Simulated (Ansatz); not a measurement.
Base system: Si (space group Pm-3n, No. 223; a = 4.866 Å; a model cell, its experimental status unchecked). Axes: x, y, z lie along the cube axes.

It is then changed as follows: tensile biaxial strain of 4.80 % in the plane normal to [001], as in epitaxy on a mismatched substrate; the out-of-plane cell vector and the atoms relax.

Levels (all Ansatz, an electronic-structure program, PAW): PBEsol (420 eV, no spin-orbit coupling); r2SCAN (500 eV, without spin-orbit coupling).

The geometry is relaxed with PBEsol.

| Item | Value |
|---|---|
| PBEsol pressure | -4.0 GPa |

Predict the pressure from r2SCAN.

The pressure decreases by 0.4 GPa, from -4.0 GPa to -4.4 GPa.

Single points use the geometry relaxed with PBEsol. Their cutoffs differ, which shifts pressures a little. Without a gap, meshes like the base's 10×10×10 leave anisotropic stresses uncertain by several tenths of a GPa, and small strain energies with them. Stability against distortions was not tested. This is not the structure that Si has at room temperature and ambient pressure.
